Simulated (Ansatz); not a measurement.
**Effect of pressure 5 GPa on Pd**

Consider Pd (space group P6_3/mmc, No. 194; a = 2.734 Å, c = 9.015 Å; a cell from a computed database, its experimental status unchecked).

It is then changed as follows: a hydrostatic pressure of 5 GPa.

Calculations: plane-wave PAW DFT at the PBEsol level (Ansatz, an electronic-structure program, 420 eV), scalar-relativistic without spin-orbit coupling. Settings: 19×19×5 k-points, 0.05 eV Fermi–Dirac smearing.

```csv
quantity,base,changed,shift
volume per atom,14.58 Å³,14.25 Å³,-0.33 Å³
density,12.12 g/cm³,12.40 g/cm³,+0.28 g/cm³
lattice parameter a,2.734 Å,2.713 Å,-0.021 Å
c/a ratio,3.298,3.297,-0.001
shortest interatomic distance,2.734 Å,2.713 Å,-0.021 Å
band gap,zero,zero,–
```

Load acts through the strain it causes; cell and atoms are relaxed under it. Stability against distortions was not tested. No other phases were tried under pressure. All final runs are without spin polarisation. Pd has a high density of states at the Fermi level and may be magnetic at this level. This is not the structure that Pd has at room temperature and ambient pressure.
